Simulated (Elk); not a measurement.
Input and output of a self-consistent single point for AuZn (P1, 2 atoms in the cell) (Elk).

Method: PBEsol, all-electron FP-LAPW, Elk's shipped species files, default APW+lo basis in Elk 10.2.4.

```
AuZn
1.0
    3.15000     0.00000     0.00000
    0.00000     3.15000     0.00000
    0.00000     0.00000     3.15000
Zn Au
1 1
Cartesian
  1.53346   1.56498   1.56295
  0.04154   0.01002   0.01205
```

Reference input (self-consistent single point, DFT, PBE, all-electron FP-LAPW, Elk's shipped species files, default APW+lo basis): xctype = 20; rgkmax = 7; stype = 0; swidth = 0.00734986 Ha; ngridk = 8 8 8; rmtscf = 0.91. This run's input differs from it in these lines:

```diff
@@ -4,3 +4,3 @@
 xctype
-  20
+  22
```

Output (repeated stretches shortened):

```
│ Self-consistent loop started │
│ Loop number : 1 │
 total energy                :     -20824.9293651
│ Loop number : 2 │
 total energy                :     -20825.6121504
RMS change in Kohn-Sham potential (target) :   0.2519863418     (  0.1000000000E-05)
Absolute change in total energy (target)   :   0.6827853052     (  0.1000000000E-03)
│ Loop number : 3 │
 total energy                :     -20827.3030297
RMS change in Kohn-Sham potential (target) :   0.2300410750     (  0.1000000000E-05)
Absolute change in total energy (target)   :    1.861575556     (  0.1000000000E-03)
│ Loop number : 4 │
   [... lines left out ...]
Absolute change in total energy (target)   :   0.3582398203E-03 (  0.1000000000E-03)
│ Loop number : 14 │
 total energy                :     -20837.4680447
RMS change in Kohn-Sham potential (target) :   0.3934199849E-06 (  0.1000000000E-05)
Absolute change in total energy (target)   :   0.1863916987E-03 (  0.1000000000E-03)
│ Loop number : 15 │
 total energy                :     -20837.4680260
RMS change in Kohn-Sham potential (target) :   0.1758067452E-06 (  0.1000000000E-05)
Absolute change in total energy (target)   :   0.6527834194E-04 (  0.1000000000E-03)
Convergence targets achieved

│ Loop number : 16 │

Energies :
 Fermi                       :     0.311741891199
 total energy                :     -20837.4680156

Density of states at Fermi energy :    11.28428406
 (states/Hartree/unit cell)

Estimated indirect band gap :   0.1211764793E-01
 from k-point    341 to k-point    362
Estimated direct band gap   :   0.7472308411E-01
 at k-point    101

Charges :
 core                        :    60.00000000
 valence                     :    49.00000000
 interstitial                :    2.923287489
 muffin-tins (core leakage)
  species :    1 (Zn)
   atom    1                 :    28.46136799     (  0.2979688525E-03)
  species :    2 (Au)
   atom    1                 :    77.61534452     (  0.3816675669E-03)
 total in muffin-tins        :    106.0767125
 total calculated charge     :    108.9886100
 total charge                :    109.0000000
 error                       :   0.1138995916E-01

│ Self-consistent loop stopped │
```

The run converged in 16 iterations. The count includes the last loop, which Elk runs after its targets are met. 

The starting cell has typed, rounded lattice constants, without a prior relaxation at this level. Its atoms were displaced at random from the sites of space group no. 221. Spin-orbit coupling is off. Values depend on the basis (sphere radii, cutoffs, local orbitals), which need not be converged. The log's line on a gap gives a spacing of levels on this mesh, which the program prints for metals too.

Cost on one core of a shared machine: roughly 2 min.
